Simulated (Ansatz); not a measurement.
Slab thickness and the (0001) surface of hcp Os: the same face, mesh and vacuum, all atoms relaxed in the 1x1 cell under the symmetry of the ideal cut; the real face may buckle or reconstruct.

Computed with PBE (plane waves to 420 eV, PAW; Ansatz, a first-principles code).

```csv
atoms,thickness (Å),γ (J/m²),"work function, top face (eV)",rough cost
4,6.4,[?],[?],around 50 core-seconds (rough)
6,10.7,[?],[?],about 70 core-seconds (a rough figure)
8,15.1,3.00,5.28,very roughly 90 core-seconds
10,19.4,2.99,5.29,very roughly 2.3 core-minutes
14,28.1,2.99,5.29,around 5 core-minutes (rough)
```

### Question
Some entries are withheld; supply them.

### Answer

- 4, γ (J/m²): 3.03
- 4, work function, top face (eV): 5.32
- 6, γ (J/m²): 2.96
- 6, work function, top face (eV): 5.31
